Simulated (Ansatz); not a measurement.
Base system: Cu in the fcc (Cu type) structure (space group Fm-3m, No. 225; a = 3.564 Å).

Method: PBEsol (Ansatz, a quantum-chemistry and plane-wave program), spin-orbit coupling left out.

For the base:

```
Item                               Result
-----------------------------  ----------
Density                        9.33 g/cm³
Shortest interatomic distance     2.520 Å
```

Perturbation: cell and atoms relaxed at a pressure of 30 GPa.

Q: What happens to the density?

A: The density grows by 1.286 g/cm³ (9.33 g/cm³ → 10.61 g/cm³).

Q: Predict the new shortest interatomic distance.

A: The shortest interatomic distance drops by 0.106 Å (2.520 Å → 2.414 Å).

Load acts through the strain it causes; cell and atoms are relaxed under it. No phonon test of stability was made. No other phases were tried under pressure. The final runs are not spin-polarised.
